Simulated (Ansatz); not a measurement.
Defect migration in rock-salt TiN: La-vacancy pair (La on one host Ti site, one Ti site vacant), neutral cell. All values below come from PBE, PAW (plane waves to 420 eV; Ansatz, a quantum-chemistry and plane-wave program).

Settings: 64 host sites, the relaxed PBE lattice, a 2×2×2 k-point mesh shifted by half a step, smearing 0.10 eV, spin-restricted, no image-charge correction. No zero-point or tunnelling terms. Spin-orbit coupling is left out. Forms of the defect that were not tried may lie lower.

Barriers: single points on a 4×4×4 k-point mesh shifted by half a step at the bands' geometries (they differ from the bands' own by up to 0.08 eV, and are uncertain by about as much).

The step: La and the vacancy change places (La-vacancy distance between ideal sites 3.00 Å throughout). Atoms about the jump, Cartesian Å from the middle of the jump, before and after:

```csv
atom,x0,y0,z0,x1,y1,z1
La1,0.00,-0.91,-0.91,0.00,0.91,0.91
N2,0.00,1.31,-1.24,0.00,1.24,-1.31
N3,0.00,-1.24,1.31,0.00,-1.31,1.24
N4,2.29,-1.07,-1.07,2.15,-1.05,-1.05
N5,2.15,1.05,1.05,2.29,1.07,1.07
N6,-2.29,-1.07,-1.07,-2.15,-1.05,-1.05
N7,-2.15,1.05,1.05,-2.29,1.07,1.07
Ti8,2.20,1.15,-1.04,2.20,1.04,-1.15
Ti9,2.20,-1.04,1.15,2.20,-1.15,1.04
Ti10,-2.20,1.15,-1.04,-2.20,1.04,-1.15
Ti11,-2.20,-1.04,1.15,-2.20,-1.15,1.04
N12,0.00,-1.05,-3.29,0.00,-1.07,-3.21
N13,0.00,-3.29,-1.05,0.00,-3.21,-1.07
N14,0.00,3.21,1.07,0.00,3.29,1.05
N15,0.00,1.07,3.21,0.00,1.05,3.29
Ti16,0.00,-3.21,1.17,0.00,-3.19,0.96
Ti17,0.00,-0.96,3.19,0.00,-1.17,3.21
Ti18,0.00,1.18,-3.21,0.00,0.96,-3.19
Ti19,0.00,3.19,-0.96,0.00,3.21,-1.18
Ti20,2.15,-3.24,-1.05,2.07,-3.12,-1.07
Ti21,2.15,-1.05,-3.24,2.07,-1.07,-3.12
Ti22,2.07,1.07,3.12,2.15,1.05,3.24
Ti23,2.07,3.12,1.07,2.15,3.24,1.05
Ti24,-2.15,-3.24,-1.05,-2.07,-3.12,-1.07
Ti25,-2.15,-1.05,-3.24,-2.07,-1.07,-3.12
Ti26,-2.07,3.12,1.07,-2.15,3.24,1.05
Ti27,-2.07,1.07,3.12,-2.15,1.05,3.24
```

Question: Where do these atoms stand at the saddle point, and how high is it?

Answer: 
| atom | x | y | z |
|---|---|---|---|
| La1 | 0.01 | 0.00 | 0.00 |
| N2 | -0.01 | 1.49 | -1.49 |
| N3 | -0.01 | -1.48 | 1.48 |
| N4 | 2.17 | -1.01 | -1.02 |
| N5 | 2.17 | 1.02 | 1.01 |
| N6 | -2.17 | -1.01 | -1.01 |
| N7 | -2.17 | 1.02 | 1.01 |
| Ti8 | 2.29 | 1.18 | -1.18 |
| Ti9 | 2.29 | -1.17 | 1.17 |
| Ti10 | -2.28 | 1.18 | -1.18 |
| Ti11 | -2.29 | -1.17 | 1.17 |
| N12 | 0.00 | -1.02 | -3.13 |
| N13 | 0.00 | -3.12 | -1.03 |
| N14 | 0.00 | 3.13 | 1.02 |
| N15 | 0.00 | 1.03 | 3.13 |
| Ti16 | 0.00 | -3.28 | 1.03 |
| Ti17 | 0.00 | -1.03 | 3.28 |
| Ti18 | 0.00 | 1.04 | -3.28 |
| Ti19 | 0.00 | 3.28 | -1.04 |
| Ti20 | 2.06 | -3.12 | -1.04 |
| Ti21 | 2.06 | -1.04 | -3.13 |
| Ti22 | 2.06 | 1.05 | 3.12 |
| Ti23 | 2.06 | 3.13 | 1.04 |
| Ti24 | -2.06 | -3.12 | -1.04 |
| Ti25 | -2.06 | -1.04 | -3.13 |
| Ti26 | -2.06 | 3.13 | 1.04 |
| Ti27 | -2.06 | 1.05 | 3.12 |
It lies 2.02 eV above the start and 2.02 eV above the end. The saddle point's order was not checked, and it lies on a symmetry element of the cell, where a band can be held.
